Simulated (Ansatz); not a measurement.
Worked example: self-consistent single point of Nb3Al2Mo3 (R32, 8 atoms in the cell) in Ansatz (a program for electronic structure)

Method: PBEsol, default PAW files made with PBE (plane waves; Ansatz).

The input file:

Ansatz 0.2 input:
```yaml
# Nb3Al2Mo3
crystal:
  lattice:
    - [3.610500, 2.084523, 2.929963]
    - [-3.610500, 2.084523, 2.929963]
    - [0.000000, -4.169046, 2.929963]
  atoms:
    - { symbol: Al, position: [0.751890, 0.751890, 0.751890] }
    - { symbol: Al, position: [0.248110, 0.248110, 0.248110] }
    - { symbol: Nb, position: [0.246250, 0.753750, 0.500000] }
    - { symbol: Nb, position: [0.500000, 0.246250, 0.753750] }
    - { symbol: Nb, position: [0.753750, 0.500000, 0.246250] }
    - { symbol: Mo, position: [0.249725, 0.750275, 0.000000] }
    - { symbol: Mo, position: [0.000000, 0.249725, 0.750275] }
    - { symbol: Mo, position: [0.750275, 0.000000, 0.249725] }
basis:
  ecutwfc: 30.9 Ry
kpoints:
  mp_grid: { grid: [5, 5, 5] }
hamiltonian:
  xc: pbesol
  pseudopotentials: { kind: paw }
scf:
  occupations: { method: fermi_dirac, width: 0.0037 Ry }
output:
  forces: true
  eigenvalues: true
  stress: true
```

Output, abridged:

```
WARN ansatz: RAYON_NUM_THREADS=1 ignored (pool sized by the plan → 1); use --threads N
Pseudopotentials: kind: paw
Pseudopotential: Al, paw, valence charge 3
Pseudopotential: Nb, paw, valence charge 13
Pseudopotential: Mo, paw, valence charge 14
Crystal: 8 atoms, lattice volume = 132.308 Å³
Basis set: ecut = 420.4159175005146 eV, 2553 PW (Γ), exchange–correlation on 72×72×72 points (8 copies of the dense FFT grid, shifted against one another)
Bands: 53, of which v1, the nominal top of the filled ones, is band 44 counted from 1 (43 counted from 0)
Symmetry: 6 space group operations
Space group: R32 (ITA 155), of the structure as read, at distance tolerance 5.1e-5 Å
k-points: 19 of 125 (time reversal used)
PAW frozen core: Al, regenerated for the run's functional, and the local potential with it
PAW frozen core: Nb, regenerated for the run's functional, and the local potential with it
PAW frozen core: Mo, regenerated for the run's functional, and the local potential with it
Initial density: superposition of atomic densities (neutral atoms: chi_scale 0, normalization atom), corrected by the library's trained network
Initial wavefunctions: pseudopotential atomic-orbital guess
Eigensolver: davidson
Functional: x = pbesol(κ = 0.804, μ = 0.12345679012345678), c = pbesol(β = 0.046)
SCF iter   1: F=—  HF=-29229.562331 eV  |F-HF|=—  |Δ(HF+E_count)|=         —  Δρ=5.32e-3  dr2=3.87e-2  ethr=1.77e-3  ⟨swp⟩=5.9  Hψ=3474  notcnv=0  defer=2
all-band conjugate gradients solve this SCF's bands
preconditioner: auto → Kerker (q_TF=auto, 2.544 Å⁻¹)
SCF iter   2: F=—  HF=-29229.560167 eV  |F-HF|=—  |Δ(HF+E_count)|=   2.16e-3  Δρ=2.82e-3  dr2=9.20e-3  ethr=4.45e-5  ⟨swp⟩=1.7  Hψ=1252  notcnv=0  defer=6
SCF iter   3: F=—  HF=-29229.558763 eV  |F-HF|=—  |Δ(HF+E_count)|=   1.40e-3  Δρ=4.21e-4  dr2=2.20e-4  ethr=1.06e-5  ⟨swp⟩=2.0  Hψ=1272  notcnv=0  defer=6
SCF iter   4: F=—  HF=-29229.558737 eV  |F-HF|=—  |Δ(HF+E_count)|=   2.56e-5  Δρ=1.06e-4  dr2=1.75e-5  ethr=2.53e-7  ⟨swp⟩=2.0  Hψ=1343  notcnv=0  defer=6
SCF iter   5: F=—  HF=-29229.558769 eV  |F-HF|=—  |Δ(HF+E_count)|=   3.13e-5  Δρ=1.91e-5  dr2=6.07e-7  ethr=2.01e-8  ⟨swp⟩=2.8  Hψ=1590  notcnv=0  defer=6
SCF iter   6: F=-29229.558768 eV  HF=-29229.558768 eV  |F-HF|=2.00e-8  |Δ(HF+E_count)|=   1.56e-7  Δρ=4.13e-6  dr2=3.03e-8  ethr=1.15e-10  ⟨swp⟩=8.9  Hψ=3735  notcnv=0
SCF 1 converged in 6 iterations: F = -29229.558768 eV  dr2 = 3.03e-8
SCF converged after 6 iterations
Free energy (F): -29229.558768 eV
Harris-Foulkes:  -29229.558768 eV  (|F-HF|=2.00e-8)
Internal energy: -29229.483623 eV  (E = F + TS)
E sigma→0 (E₀):  -29229.521195 eV
Entropy (-TS):   -0.075146 eV (-9.393 meV/atom)
Fermi energy:    16.121358 eV
--- Per-component energies (eV) ---
  E_band       = -537.614687
  E_kinetic    = 2553.817097
  E_local      = -5572.560895  (includes V_loc(G=0)·N_el)
  E_nonlocal   = 820.718740
  E_hartree    = 1905.727497
  E_xc         = -1149.287792
  E_vxc        = -1380.943705  (∫ρ·V_xc dr)
  E_paw        = -19395.095085  (= ΣΔE_a)
  E_vpaw       = -770.098118  (= ΣTr[D̂ρ^β])
  E_aug_tail   = 0.000123  (compensation charges beyond the density's cutoff)
  E_ewald      = -8394.035611
  E_core_change = 1.232303  (= ΣΔE_core)
  E_smearing   = -0.075146  (= −TS)
  E_closure    = 0.000000  (closes the sum)
  Σ components = -29229.558768   (vs F -29229.558768, Δ=0.00e0)
--- Forces (eV/Å), atoms counted from 1 ---
  atom   1  Al     0.00000000    -0.00000000     0.04313158
  atom   2  Al    -0.00000000     0.00000000    -0.04313158
  atom   3  Nb     0.05143337     0.00000000     0.00000000
  atom   4  Nb    -0.02571669     0.04454261    -0.00000000
  atom   5  Nb    -0.02571669    -0.04454261     0.00000000
  atom   6  Mo     0.02452820     0.00000000    -0.00000000
  atom   7  Mo    -0.01226410     0.02124204    -0.00000000
  atom   8  Mo    -0.01226410    -0.02124204     0.00000000
  max |Σ_I F_I| component: 6.19e-17 eV/Å
--- Stress (GPa, compression-positive) ---
       -7.204633      -0.000000      -0.000000
       -0.000000      -7.204633       0.000000
       -0.000000       0.000000      -6.980169
  P = ⅓ Tr σ = -7.1298 GPa (-71.298 kbar)
  The stress holds the Pulay correction. Without it, at fixed plane waves, as pw.x and ABINIT print it: P = -7.1619 GPa
--- Band table (eV; the first three rows and the last of 19) ---
  k-point 0: bands = ["-44.1034", "-44.0668", "-44.0668", "-38.0579", "-38.0050", "-38.0050", "-18.5772", "-18.5772", "-18.4691", "-18.2729", "-18.2428", "-18.2428", "-18.0723", "-18.0723", "-18.0325", "-14.2638", "-14.2337", "-14.2337", "-14.0710", [...]
  k-point 1: bands = ["-44.1010", "-44.0720", "-44.0633", "-38.0559", "-38.0147", "-37.9997", "-18.5757", "-18.5478", "-18.4456", "-18.2723", "-18.2612", "-18.2038", "-18.0828", "-18.0651", "-18.0401", "-14.2814", "-14.2640", "-14.1814", "-14.1512", [...]
  k-point 2: bands = ["-44.0960", "-44.0780", "-44.0613", "-38.0520", "-38.0239", "-37.9984", "-18.5666", "-18.5477", "-18.3600", "-18.2715", "-18.2683", "-18.1508", "-18.1056", "-18.0603", "-18.0538", "-14.3255", "-14.2869", "-14.2670", "-14.1352", [...]
  k-point 18: bands = ["-44.0838", "-44.0766", "-44.0713", "-38.0398", "-38.0297", "-38.0177", "-18.4133", "-18.3908", "-18.3799", "-18.2599", "-18.2236", "-18.1260", "-18.0952", "-18.0809", "-18.0674", "-14.4046", "-14.3366", "-14.3271", [...]
```

The run converged in 6 iterations.

The starting cell comes from a database of computed structures (which also holds hypothetical and non-ambient phases and stackings), without a prior relaxation at this level. Spin polarisation is off. With a pressure of about -7 GPa the cell is away from its equilibrium volume at this level. Ansatz's pressure includes its estimate of the finite-basis (Pulay) stress.
